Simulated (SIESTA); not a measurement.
## Several settings converged on ZnSnSb2 (Pmm2, 4 atoms in the cell)

```
CELL_PARAMETERS angstrom
      4.49910     0.00000     0.00000
      0.00000     4.49910     0.00000
      0.00000     0.00000     6.29437
ATOMIC_POSITIONS crystal
  Zn 0.00000 0.00000 0.00794
  Sn 0.50000 0.50000 0.50000
  Sb 0.00000 0.50000 0.22240
  Sb 0.50000 0.00000 0.77760
```

Base method: LDA PW92, numerical atomic orbitals DZP, PseudoDojo LDA standard norm-conserving potentials (rewritten from UPF to PSML) (SIESTA 5.4.2).

Base settings: XC.functional = LDA; XC.authors = PW92; potentials = PseudoDojo LDA standard; PAO.BasisSize = DZP; PAO.EnergyShift = 0.005 Ry; MeshCutoff = 350 Ry; kgrid.MonkhorstPack = 4 4 3; OccupationFunction = FD; ElectronicTemperature = 1160.45 K; MaxSCFIterations = 150.

Core times come from one kind of shared machine, to one figure; runs under 30 s give none.

**Shifted k-point meshes**

Only quantities that move along the ladder and can be compared are tabulated.

| kgrid.MonkhorstPack | free energy less the last step's (meV/atom) | pressure (GPa) | largest difference of a force vector from the last step's (eV/Å) | core time / last (rough) |
|---|---|---|---|---|
| 1 1 1 shifted by 0.5 0.5 0.5 | -2090.94 | -15.61 | 0.222 | 0.2 |
| 2 2 2 shifted by 0.5 0.5 0.5 | -282.15 | -4.56 | 0.053 | 0.1 |
| 3 3 3 shifted by 0.5 0.5 0.5 | -63.50 | -3.01 | 0.019 | 0.2 |
| 5 5 4 shifted by 0.5 0.5 0.5 | -6.50 | -2.58 | 0.024 | 0.2 |
| 16 16 12 shifted by 0.5 0.5 0.5 | 0.00 | -2.50 | 0.000 | 1 |

Coarsest kgrid.MonkhorstPack that holds the forces within 0.02 eV/Å: not settled: the last two steps still differ by 0.024 eV/Å, over half the tolerance, so the ladder does not show it.

Coarsest kgrid.MonkhorstPack that holds the pressure within 0.2 GPa of the last step, with all finer ones: 5 5 4 shifted by 0.5 0.5 0.5, at about 0.2 of the last step's time; the step before is off by 0.51 GPa.

Coarsest kgrid.MonkhorstPack that holds the free energy within 5 meV/atom: not settled: the last two steps still differ by 6.5 meV/atom, over half the tolerance, so the ladder does not show it.

**The k-point mesh at a smearing width of 0.05 eV**

In this ladder: ElectronicTemperature = 580.23 K.

The second cell is the first with its lattice scaled by 0.98.

Only quantities that move along the ladder and can be compared are tabulated.

| kgrid.MonkhorstPack | free energy less the last step's (meV/atom) | energy of the compressed cell less the first (meV/atom) | pressure (GPa) | largest difference of a force vector from the last step's (eV/Å) | core time / last (rough) |
|---|---|---|---|---|---|
| 3 3 2 | 60.17 | -3.78 | -1.77 | 0.070 | 0.2 |
| 4 4 3 | 23.23 | -11.05 | -2.32 | 0.023 | 0.3 |
| 6 6 4 | 1.25 | -12.85 | -2.48 | 0.013 | 0.3 |
| 8 8 6 | 0.44 | -13.51 | -2.52 | 0.002 | 0.6 |
| 12 12 9 | 0.00 | -13.45 | -2.52 | 0.000 | 1 |

Coarsest kgrid.MonkhorstPack that holds the free energy within 1 meV/atom of the last step, with all finer ones: 8 8 6; the step before is off by 1.2 meV/atom.

Coarsest kgrid.MonkhorstPack that holds the pressure within 0.05 GPa of the last step, with all finer ones: 6 6 4, at about 0.3 of the last step's time; the step before is off by 0.20 GPa.

Coarsest kgrid.MonkhorstPack that holds the energy of the compressed cell less the first within 1 meV/atom of the last step, with all finer ones: 6 6 4, at about 0.3 of the last step's time; the step before is off by 2.4 meV/atom.

The energy difference between the two cells stays within 1 meV/atom of the last step's from 6 6 4 on, the total only from 8 8 6 on: much of the error is common to both cells and cancels.

**The SCF threshold**

In this ladder: SCF.DM.Tolerance = default; SCF.DM.Converge = false; SCF.H.Converge = false; SCF.FreeE.Converge = true.

The mesh stays at the base's, so the ladder's end is converged at best in this setting alone.

Only quantities that move along the ladder and can be compared are tabulated.

| SCF.FreeE.Tolerance | free energy less the last step's (meV/atom) | largest difference of a force vector from the last step's (eV/Å) | gap on the mesh (eV) | core time / last (rough) |
|---|---|---|---|---|
| 1.0E-01 eV | 4.03 | 0.042 | 0.087 | 0.4 |
| 1.0E-03 eV | 0.01 | 0.006 | 0.069 | 0.4 |
| 1.0E-05 eV | 0.00 | 0.001 | 0.066 | 0.5 |
| 1.0E-12 eV | 0.00 | 0.000 | 0.066 | 1 |

Coarsest SCF.FreeE.Tolerance that holds the gap on the mesh within 0.01 eV of the last step, with all finer ones: 1.0E-03 eV, at about 0.4 of the last step's time; the step before is off by 0.021 eV.

Coarsest SCF.FreeE.Tolerance that holds the forces within 0.02 eV/Å of the last step, with all finer ones: 1.0E-03 eV, at about 0.4 of the last step's time; the step before is off by 0.042 eV/Å.

Coarsest SCF.FreeE.Tolerance that holds the free energy within 0.5 meV/atom of the last step, with all finer ones: 1.0E-03 eV, at about 0.4 of the last step's time; the step before is off by 4.0 meV/atom.

On the base run: the starting cell comes from a database of computed structures (which also holds hypothetical and non-ambient phases and stackings), without a prior relaxation at this level. Its lattice was rescaled by up to half a per cent. One atom was moved a little off its site on purpose. Spin-orbit coupling is off. Values carry the incompleteness of an atom-centred basis.
